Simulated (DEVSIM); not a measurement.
Structure: illuminated Si n-on-p cell, one wavelength, with a back-surface field, at 300 K.

| layer (left to right) | material | thickness (μm) | Nd (cm⁻³) | Na (cm⁻³) | τn (s) | τp (s) | absorption coefficient (cm⁻¹) |
|---|---|---|---|---|---|---|---|
| 1 | Si | 0.290 | 6.3e17 | - | 8.4e-8 | 6.8e-7 | 42000 |
| 2 | Si | 49.0 | - | 6.9e15 | 4e-6 | 4e-6 | 42000 |
| 3 | Si | 0.130 | - | 2e18 | 4e-6 | 4e-6 | 42000 |

Left contact: ohmic, minority hole recombination velocity 10000 cm/s. Right contact: ohmic, minority electron recombination velocity 20000 cm/s. Voltage is applied to the left contact. Recombination: SRH at mid-gap, radiative, Auger. Light enters at the left, 1.6e17 photons cm⁻² s⁻¹, one pass, no reflection. Mobility is μmin + (μ − μmin)/(1 + (N/Nref)^α).

The device is made up for the run: typed textbook-type constants, with dimensions and the other settings drawn at random. Values at 300 K.

```csv
parameter,Si
gap (eV),1.124
affinity (eV),4.05
permittivity,11.7
Nc (cm⁻³),2.86e19
Nv (cm⁻³),3.1e19
μn (cm²/Vs),1417
μp (cm²/Vs),470
"μn,min",52
"μp,min",45
"Nref,n",9.7e16
"Nref,p",2.2e17
αn,0.68
αp,0.72
B (cm³/s),4.7e-15
Cn (cm⁶/s),2.8e-31
Cp (cm⁶/s),9.9e-32
```

DEVSIM, 1D drift-diffusion, Boltzmann statistics, complete ionisation; no tunnelling, impact ionisation, image-force lowering or self-heating.

Base results: share of generated pairs collected at short circuit 0.974; largest power (mW/cm²) 12.0; open-circuit voltage (V) 0.587; dark forward voltage at 1 A/cm² (V) 0.703.

Problem. What follows from this one change: minority lifetime in layer 2 4e-06 → 0.00012 s?

Solution. share of generated pairs collected at short circuit little changed (0.974); largest power 12.0 → 13.2 mW/cm²; open-circuit voltage 0.587 → 0.634 V; dark forward voltage at 1 A/cm² 0.703 → 0.734 V.

Problem. What follows from this one change: constant mobility in place of the doping-dependent one?

Solution. share of generated pairs collected at short circuit 0.974 → 0.988; largest power 12.0 → 12.2 mW/cm²; open-circuit voltage little changed (0.587 V); dark forward voltage at 1 A/cm² little changed (0.702 V).
